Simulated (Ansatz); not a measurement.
An Ansatz (a program for electronic structure) run: Ge with a change (biaxial strain +0.76 %, plane normal [110], relaxed out of plane); r2SCAN (Ansatz), scalar-relativistic without spin-orbit coupling, earlier PAW set.

Input:

Ansatz 0.2 input:
```yaml
crystal:
  lattice:
    - [0, 0, -4.0012120205]
    - [-2.0208415423, 2.8579015165, -2.0006060102]
    - [2.0208415423, 2.8579015165, -2.0006060102]
  atoms:
    - { symbol: Ge, position: [0.500570963, 0.499429037, 0.499429037] }
    - { symbol: Ge, position: [0.749429037, 0.750570963, 0.750570963] }
basis: { ecutwfc: 500, ecutrho_ratio: 4, xc_grid: 4, fft_grid_basis: typed }
kpoints: { mp_grid: { grid: [10, 10, 10] } }
hamiltonian:
  xc: r2scan
  dispersion: none
  pseudopotentials: { azcp: { folder: ./paw }, kind: paw }
scf: { occupations: { method: fermi_dirac, width: 0.05 }, convergence: { dr2_threshold: 0.0000000002 } }
output: { forces: true, stress: true }
checkpoint: { write: state.ck, write_every: 1000 }
```

Output (explanatory and most iteration lines left out):

```
Pseudopotential: Ge, paw, valence charge 14
Crystal: 2 atoms, lattice volume = 46.217 Å³
Basis set: ecut = 500 eV, 1211 PW (Γ), exchange–correlation on 120×120×120 points (64 copies of the dense FFT grid, shifted against one another)
Bands: 18, of which v1, the nominal top of the filled ones, is band 14 counted from 1 (13 counted from 0)
Symmetry: 8 space group operations
Space group: Imma (ITA 74), of the structure as read, at distance tolerance 3.6e-5 Å
k-points: 171 of 1000
Functional: x = r2scan, c = r2scan; τ floored in thin density (d = 2e-4 eV/Å³)
SCF iter   1: F=—  HF=-8605.758493 eV  |F-HF|=—  |Δ(HF+E_count)|=         —  Δρ=3.67e-2  dr2=4.69e-1  dr2_τ=4.25e-3  ethr=1.66e-3  ⟨swp⟩=1.0  Hψ=18670  notcnv=0
SCF iter   2: F=—  HF=-8605.797521 eV  |F-HF|=—  |Δ(HF+E_count)|=   3.90e-2  Δρ=1.88e-2  dr2=1.00e-1  dr2_τ=6.78e-4  ethr=1.66e-3  ⟨swp⟩=2.1  Hψ=3782  notcnv=0
SCF 1 converged in 8 iterations: F = -8605.825960 eV  dr2 = 8.76e-12
SCF converged after 8 iterations
Free energy (F): -8605.825960 eV
Internal energy: -8605.825808 eV  (E = F + TS)
E sigma→0 (E₀):  -8605.825884 eV
Entropy (-TS):   -0.000153 eV (-0.076 meV/atom)
Fermi energy:    8.223616 eV
--- Forces (eV/Å), atoms counted from 1 ---
  atom   1  Ge     0.00000000    -0.00248559    -0.00000000
  atom   2  Ge     0.00000000     0.00248559     0.00000000
--- Stress (GPa, compression-positive) ---
       -1.390006       0.000000       0.000000
        0.000000      -1.140621      -0.000000
        0.000000      -0.000000      -0.051530
  P = ⅓ Tr σ = -0.8607 GPa (-8.607 kbar)
```

A biaxial case was relaxed in a doubled cell and then solved in the primitive one. Stability against distortions was not tested. The cell was made from Ge in the diamond structure (space group Fd-3m, No. 227) by this change: biaxial strain +0.76 %, plane normal [110], relaxed out of plane.
